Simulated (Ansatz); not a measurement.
La2O3, response to strain

Take La$_{2}$O$_{3}$ (space group P-3m1, No. 164) as the base.

```xyz
5
Lattice="3.9065 0.0000 0.0000 -1.9532 3.3831 0.0000 0.0000 0.0000 6.0394" Properties=species:S:1:pos:R:3 pbc="T T T"
La     0.0000     2.2554     1.4817
La     1.9532     1.1277     4.5577
O      0.0000     0.0000     0.0000
O      0.0000     2.2554     3.9020
O      1.9532     1.1277     2.1375
```

Cartesian axes are those of the cell as printed.

Strains are applied to the cell and any free atomic positions relax; under biaxial strain the out-of-plane vector relaxes too; under stress the whole cell relaxes.

Method: PBEsol in Ansatz (plane waves to 420 eV, PAW, no spin-orbit coupling), earlier PAW set.

```csv
variant,smallest direct gap,shortest interatomic distance,band gap,width of the top valence band
base,3.86 eV,2.349 Å,3.77 eV,0.41 eV
"biaxial strain −2.38 %, plane normal [001], relaxed out of plane",3.83 eV,2.310 Å,3.69 eV,___
"biaxial strain +0.13 %, plane normal [001], relaxed out of plane",3.86 eV,2.351 Å,___,0.41 eV
"biaxial strain +1.95 %, plane normal [001], relaxed out of plane",3.88 eV,2.383 Å,3.58 eV,0.49 eV
isotropic strain −4.04 %,3.76 eV,2.267 Å,3.68 eV,0.76 eV
isotropic strain −3.31 %,3.79 eV,2.281 Å,___,0.67 eV
uniaxial strain ε_yy = +2.71 %,3.88 eV,2.375 Å,3.66 eV,–
tensor shear ε_yz = +1.21 %,3.86 eV,2.348 Å,3.75 eV,–
"uniaxial stress, 0.5 GPa compression along z",3.86 eV,2.351 Å,3.75 eV,0.41 eV
```

### Question
What belongs in the blanks?

### Answer

- biaxial strain −2.38 %, plane normal [001], relaxed out of plane, width of the top valence band: 0.55 eV
- biaxial strain +0.13 %, plane normal [001], relaxed out of plane, band gap: 3.76 eV
- isotropic strain −3.31 %, band gap: 3.73 eV

Stability under load was not tested beyond the relaxation.

Ansatz is a first-principles code.
